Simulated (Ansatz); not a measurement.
Consider interstitial K in rock-salt MgO, charge state +1. The step: several atoms move together, K the farthest; the atom moves 2.11 Å along (0.50, 0.00, 0.00) of the unit cell; the moving atom starts with neighbours 4 Mg at 2.28; 4 O at 2.14 Å and ends with 4 Mg at 2.28; 4 O at 2.14 Å. DFT values are from Ansatz (plane-wave PAW, 420 eV unless said) in a cell of 64 host sites, spin-restricted, static, with no finite-size correction. The charge state is imposed; whether it is stable for some Fermi level was not computed. Sites that were not tried may lie lower. For the PBE band: the saddle point's order was not checked, and it lies on a symmetry element of the cell, where a band can be held.

```
Level                                                              Forward barrier (eV)  Cost of the band or of the saddle's single point
-----------------------------------------------------------------  --------------------  ------------------------------------------------
CHGNet universal potential (has no charge state), its own band                     0.50                                                 -
PBE, the Γ point alone, band relaxed                                               0.56                       very roughly 9 core-minutes
PBE, a 2×2×2 k-point mesh shifted by half a step, same geometries                  0.56                       very roughly 4 core-minutes
r2SCAN at 500 eV, the Γ point alone, same geometries                               0.54                    around 80 core-seconds (rough)
```

Ansatz is a quantum-chemistry and plane-wave program.
